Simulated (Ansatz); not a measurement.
The reference is BaS in the rock salt structure (space group Fm-3m, No. 225; a = 6.331 Å). Axes: x, y, z lie along the cube axes.

Computed with PBEsol (Ansatz, a quantum-chemistry and plane-wave program), no spin-orbit coupling.

For the base:

```
Quantity                              Result
---------------------  ---------------------
Valence-band top at Γ    0.00, 0.00, 0.00 eV
Valley order           X along ⟨100⟩ 2.04 eV
```

Modification: the cell is stretched by 1.00 % along z with no lateral relaxation, atoms relaxed at fixed cell.

What does the calculation give for the stress after the change?

The stress (xx, yy, zz, yz, xz, xy; compression positive) amounts to (-0.17, -0.17, -0.97, 0.00, 0.00, 0.00) GPa.

Estimate the effect on the valence-band top at Γ.

The valence-band top at Γ (three highest levels, from the VBM) changes from 0.00, 0.00, 0.00 eV to 0.00, 0.00, -0.03 eV.

What happens to the valley order?

The valley order (the lowest conduction-band minima on the path, energy above the VBM, named in the base's zone) goes from X along ⟨100⟩ 2.04 eV to X along [100] 2.04 eV; X along [001] 2.05 eV.

The levels and masses belong to the bands next to the band gap. The cells carry an imposed strain or load. Stability against distortions was not tested.
